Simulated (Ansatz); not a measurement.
Output of an Ansatz run (abridged):

```
WARN ansatz: RAYON_NUM_THREADS=1 ignored (pool sized by the plan → 1); use --threads N
Pseudopotentials: kind: paw
Pseudopotential: Sr, paw, valence charge 10
Pseudopotential: Ge, paw, valence charge 14
Pseudopotential: Cu, paw, valence charge 19
Crystal: 28 atoms, lattice volume = 386.635 Å³
Basis set: ecut = 420 eV, 7591 PW (Γ)
Bands: 285, of which v1, the nominal top of the filled ones, is band 237 counted from 1 (236 counted from 0)
Symmetry: 16 space group operations
Space group: I4/mcm (ITA 140), of the structure as read, at distance tolerance 7.3e-5 Å
k-points: 6 of 27
PAW frozen core: Sr, regenerated for the run's functional, and the local potential with it
PAW frozen core: Ge, regenerated for the run's functional, and the local potential with it
PAW frozen core: Cu, regenerated for the run's functional, and the local potential with it
Initial density: superposition of atomic densities (neutral atoms: chi_scale 0, normalization atom), corrected by the library's trained network
Initial wavefunctions: pseudopotential atomic-orbital guess
Eigensolver: davidson
Functional: x = slater, c = lda
SCF iter   1: F=—  HF=-158622.936218 eV  |F-HF|=—  |Δ(HF+E_count)|=         —  Δρ=1.58e-2  dr2=4.31e-1  ethr=1.77e-3  ⟨swp⟩=5.3  Hψ=6249  notcnv=0  defer=124
all-band conjugate gradients solve this SCF's bands
preconditioner: auto → Kerker (q_TF=auto, 2.823 Å⁻¹)
SCF iter   2: F=—  HF=-158622.829226 eV  |F-HF|=—  |Δ(HF+E_count)|=   1.07e-1  Δρ=2.49e-3  dr2=1.84e-2  ethr=9.08e-5  ⟨swp⟩=2.0  Hψ=2666  notcnv=0  defer=225
SCF iter   3: F=—  HF=-158622.823391 eV  |F-HF|=—  |Δ(HF+E_count)|=   5.83e-3  Δρ=2.20e-3  dr2=1.09e-2  ethr=3.89e-6  ⟨swp⟩=2.0  Hψ=2149  notcnv=0  defer=225
SCF iter   4: F=—  HF=-158622.820727 eV  |F-HF|=—  |Δ(HF+E_count)|=   2.66e-3  Δρ=7.06e-4  dr2=2.02e-3  ethr=2.31e-6  ⟨swp⟩=2.0  Hψ=2084  notcnv=0  defer=225
SCF iter   5: F=—  HF=-158622.820243 eV  |F-HF|=—  |Δ(HF+E_count)|=   4.84e-4  Δρ=2.85e-4  dr2=5.38e-4  ethr=4.26e-7  ⟨swp⟩=2.0  Hψ=2460  notcnv=0  defer=225
SCF iter   6: F=—  HF=-158622.820085 eV  |F-HF|=—  |Δ(HF+E_count)|=   1.59e-4  Δρ=1.33e-4  dr2=1.17e-4  ethr=1.14e-7  ⟨swp⟩=2.0  Hψ=2909  notcnv=0  defer=225
SCF iter   7: F=—  HF=-158622.820098 eV  |F-HF|=—  |Δ(HF+E_count)|=   1.30e-5  Δρ=5.80e-5  dr2=2.64e-5  ethr=2.47e-8  ⟨swp⟩=2.0  Hψ=2909  notcnv=0  defer=225
SCF iter   8: F=—  HF=-158622.819996 eV  |F-HF|=—  |Δ(HF+E_count)|=   1.02e-4  Δρ=3.79e-5  dr2=1.13e-5  ethr=5.57e-9  ⟨swp⟩=2.0  Hψ=2800  notcnv=0  defer=225
SCF iter   9: F=—  HF=-158622.819993 eV  |F-HF|=—  |Δ(HF+E_count)|=   3.07e-6  Δρ=9.40e-6  dr2=5.04e-7  ethr=2.38e-9  ⟨swp⟩=2.0  Hψ=2227  notcnv=0  defer=225
SCF iter  10: F=-158622.819993 eV  HF=-158622.819993 eV  |F-HF|=6.91e-8  |Δ(HF+E_count)|=   3.27e-8  Δρ=4.24e-6  dr2=7.25e-8  ethr=2.11e-11  ⟨swp⟩=10.7  Hψ=8636  notcnv=0
SCF 1 converged in 10 iterations: F = -158622.819993 eV  dr2 = 7.25e-8
SCF converged after 10 iterations
Free energy (F): -158622.819993 eV
Harris-Foulkes:  -158622.819993 eV  (|F-HF|=6.91e-8)
Internal energy: -158622.736699 eV  (E = F + TS)
E sigma→0 (E₀):  -158622.778346 eV
Entropy (-TS):   -0.083294 eV (-2.975 meV/atom)
Fermi energy:    15.291824 eV
--- Per-component energies (eV) ---
  E_band       = -7679.165237
  E_kinetic    = 6825.963324
  E_local      = -106287.998134  (includes V_loc(G=0)·N_el)
  E_nonlocal   = 10889.540149
  E_hartree    = 47310.007106
  E_xc         = -2570.290130
  E_vxc        = -2953.583145  (∫ρ·V_xc dr)
  E_paw        = -49410.923156  (= ΣΔE_a)
  E_vpaw       = -10773.088576  (= ΣTr[D̂ρ^β])
  E_aug_tail   = 0.005924  (compensation charges beyond the density's cutoff)
  E_ewald      = -65402.990544
  E_core_change = 23.948762  (= ΣΔE_core)
  E_smearing   = -0.083294  (= −TS)
  E_closure    = 0.000000  (closes the sum)
  Σ components = -158622.819993   (vs F -158622.819993, Δ=0.00e0)
--- Forces (eV/Å), atoms counted from 1 ---
  atom   1  Sr     0.00000000     0.00000000     0.00000000
  atom   2  Sr     0.00000000     0.00000000     0.00000000
  atom   3  Ge    -0.03231956    -0.03231956     0.25288618
  atom   4  Ge     0.03231956    -0.03231956     0.25288618
  atom   5  Ge     0.03231956     0.03231956     0.25288618
  atom   6  Ge    -0.03231956     0.03231956     0.25288618
   [... 17 lines left out ...]
  atom  24  Cu     0.02903379     0.02584924     0.00000000
  atom  25  Cu    -0.02584924    -0.02903379    -0.00000000
  atom  26  Cu    -0.02903379     0.02584924     0.00000000
  atom  27  Cu     0.02584924     0.02903379    -0.00000000
  atom  28  Cu     0.02903379    -0.02584924    -0.00000000
  max |Σ_I F_I| component: 4.54e-16 eV/Å
--- Stress (GPa, compression-positive) ---
       -1.914016       0.000000       0.000000
        0.000000      -1.914016      -0.000000
        0.000000       0.000000      -1.179768
  P = ⅓ Tr σ = -1.6693 GPa (-16.693 kbar)
  The stress holds the Pulay correction. Without it, at fixed plane waves, as pw.x and ABINIT print it: P = -1.7422 GPa
--- Band table (eV; the first three rows and the last of 6) ---
  k-point 0: bands = ["-97.3020", "-97.3020", "-97.2347", "-97.2346", "-97.2313", "-97.2313", "-97.2313", "-97.2313", "-97.2297", "-97.2296", "-97.0486", "-97.0476", "-97.0442", "-97.0442", "-97.0431", "-97.0431", "-97.0397", "-97.0387", "-55.2081", [...]
  k-point 1: bands = ["-97.3020", "-97.3019", "-97.2347", "-97.2346", "-97.2313", "-97.2313", "-97.2313", "-97.2312", "-97.2297", "-97.2296", "-97.0482", "-97.0480", "-97.0441", "-97.0439", "-97.0434", "-97.0431", "-97.0393", "-97.0390", "-55.2081", [...]
  k-point 2: bands = ["-97.3020", "-97.3019", "-97.2347", "-97.2346", "-97.2313", "-97.2313", "-97.2313", "-97.2312", "-97.2297", "-97.2296", "-97.0483", "-97.0479", "-97.0439", "-97.0438", "-97.0434", "-97.0433", "-97.0394", "-97.0389", "-55.2081", [...]
  k-point 5: bands = ["-97.3020", "-97.3020", "-97.2347", "-97.2345", "-97.2313", "-97.2313", "-97.2312", "-97.2312", "-97.2298", "-97.2296", "-97.0484", "-97.0479", "-97.0439", "-97.0438", "-97.0434", "-97.0433", "-97.0394", "-97.0389", "-55.2081", [...]
```

The structure:

```
CELL_PARAMETERS angstrom
     -4.06452     4.06452     5.85089
      4.06452    -4.06452     5.85089
      4.06452     4.06452    -5.85089
ATOMIC_POSITIONS crystal
  Sr 0.25000 0.25000 0.00000
  Sr 0.75000 0.75000 0.00000
  Ge 0.94154 0.44154 0.14294
  Ge 0.44154 0.29860 0.50000
  Ge 0.29860 0.79860 0.85706
  Ge 0.79860 0.94154 0.50000
  Ge 0.55846 0.70140 0.50000
  Ge 0.05846 0.55846 0.85706
  Ge 0.20140 0.05846 0.50000
  Ge 0.70140 0.20140 0.14294
  Cu 0.50000 0.00000 0.50000
  Cu 0.00000 0.50000 0.50000
  Cu 0.79649 0.29649 0.73624
  Cu 0.29649 0.56025 0.50000
  Cu 0.56025 0.06025 0.26376
  Cu 0.06025 0.79649 0.50000
  Cu 0.70351 0.43975 0.50000
  Cu 0.20351 0.70351 0.26376
  Cu 0.93975 0.20351 0.50000
  Cu 0.43975 0.93975 0.73624
  Cu 0.06190 0.20340 0.26530
  Cu 0.20340 0.93810 0.14150
  Cu 0.93810 0.79660 0.73470
  Cu 0.79660 0.06190 0.85850
  Cu 0.43810 0.70340 0.14150
  Cu 0.29660 0.43810 0.73470
  Cu 0.56190 0.29660 0.85850
  Cu 0.70340 0.56190 0.26530
```

### Question
What input produced this log?

### Answer
Other spellings and defaults could give the same log, and not every line can be read from it. The input that was run (DFT, LDA (PW92), plane waves, default PAW files made with PBE):

Ansatz 0.2 input:
```yaml
crystal:
  lattice:
    - [-4.064525, 4.064525, 5.850892]
    - [4.064525, -4.064525, 5.850892]
    - [4.064525, 4.064525, -5.850892]
  atoms:
    - { symbol: Sr, position_ang: [0.000000, 0.000000, 2.925446] }
    - { symbol: Sr, position_ang: [0.000000, 0.000000, 8.776338] }
    - { symbol: Ge, position_ang: [-1.451279, 2.613246, 7.255925] }
    - { symbol: Ge, position_ang: [1.451279, 2.613246, 1.405033] }
    - { symbol: Ge, position_ang: [5.515804, 1.451279, 1.405033] }
    - { symbol: Ge, position_ang: [2.613246, 1.451279, 7.255925] }
    - { symbol: Ge, position_ang: [2.613246, 1.451279, 4.445859] }
    - { symbol: Ge, position_ang: [5.515804, 1.451279, -1.405033] }
    - { symbol: Ge, position_ang: [1.451279, 2.613246, -1.405033] }
    - { symbol: Ge, position_ang: [-1.451279, 2.613246, 4.445859] }
    - { symbol: Cu, position_ang: [0.000000, 4.064525, 0.000000] }
    - { symbol: Cu, position_ang: [4.064525, 0.000000, 0.000000] }
    - { symbol: Cu, position_ang: [0.960203, 5.024728, 2.087247] }
    - { symbol: Cu, position_ang: [3.104322, 0.960203, 2.087247] }
    - { symbol: Cu, position_ang: [-0.960203, 3.104322, 2.087247] }
    - { symbol: Cu, position_ang: [5.024728, -0.960203, 2.087247] }
    - { symbol: Cu, position_ang: [0.960203, 3.104322, 3.763645] }
    - { symbol: Cu, position_ang: [3.104322, -0.960203, 3.763645] }
    - { symbol: Cu, position_ang: [-0.960203, 5.024728, 3.763645] }
    - { symbol: Cu, position_ang: [5.024728, 0.960203, 3.763645] }
    - { symbol: Cu, position_ang: [1.653449, 0.503188, 0.000000] }
    - { symbol: Cu, position_ang: [3.561337, -2.411076, 5.850892] }
    - { symbol: Cu, position_ang: [2.411076, 3.561337, 5.850892] }
    - { symbol: Cu, position_ang: [0.503188, 6.475601, -0.000000] }
    - { symbol: Cu, position_ang: [1.653449, -0.503188, 5.850892] }
    - { symbol: Cu, position_ang: [3.561337, 2.411076, 0.000000] }
    - { symbol: Cu, position_ang: [2.411076, 4.567713, -0.000000] }
    - { symbol: Cu, position_ang: [0.503188, 1.653449, 5.850892] }
basis:
  ecutwfc: 420.0 eV
kpoints:
  mp_grid: { grid: [3, 3, 3] }
hamiltonian:
  xc: lda
  pseudopotentials: { kind: paw }
scf:
  occupations: { method: fermi_dirac, width: 0.05 eV }
output:
  forces: true
  eigenvalues: true
  stress: true
```

The starting cell comes from a database of published, mostly measured structures (it also holds non-ambient and calculated ones), without a prior relaxation at this level. Its lattice was rescaled by a random factor within 2.5 % of one. Spin polarisation is off. Ansatz's pressure includes its estimate of the finite-basis (Pulay) stress.

Ansatz is a program for electronic structure.
